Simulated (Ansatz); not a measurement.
## Nb: response to strain

The parent structure is Nb in the bcc (W type) structure (space group Im-3m, No. 229; a = 3.273 Å; relaxed with 0.1 eV smearing).

Strains are applied to the cell and any free atomic positions relax.

Method: PBEsol in Ansatz (plane waves to 420 eV, PAW, no spin-orbit coupling).

Candidates:
(a) isotropic strain −3.00 %
(b) isotropic strain +1.50 %
(c) isotropic strain +2.50 %
(d) isotropic strain −2.00 %

Notes on the quantities. energy relative to the base: free energy F.

Order them by energy relative to the base, highest first.

(a) isotropic strain −3.00 % (+87 meV/atom), (c) isotropic strain +2.50 % (+52 meV/atom), (d) isotropic strain −2.00 % (+38 meV/atom), (b) isotropic strain +1.50 % (+19 meV/atom)

Whether these cells are dynamically stable was not tested. The final runs are not spin-polarised.

Ansatz is an electronic-structure program.
